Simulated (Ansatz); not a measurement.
Input:

```xyz
2
Lattice="0.0000 2.2683 2.3250 2.2683 0.0000 2.3250 2.2683 2.2683 0.0000" Properties=species:S:1:pos:R:3 pbc="T T T"
B      0.0000     0.0000     0.0000
P      1.1341     1.1341     1.1625
```

No spin polarisation.

Level of theory: Ansatz (an electronic-structure program), r2SCAN, PAW, cutoff 500 eV, scalar-relativistic without spin-orbit coupling. k-mesh 12×12×12 (Γ-centred); smearing 0.05 eV (Fermi–Dirac).

### Question
Predict the pressure and valence-band top at Γ.

### Answer
The pressure (mean of the normal stresses, compression positive) comes out as -4.00 GPa and the valence-band top at Γ (three highest levels, from the VBM) comes out as 0.00, 0.00, -0.26 eV.

The levels and masses belong to the bands next to the band gap. The cells carry an imposed strain or load. Stability against distortions was not tested. The cell was made from BP in the zinc blende structure (space group F-43m, No. 216) by this change: uniaxial strain ε_zz = +2.50 %.
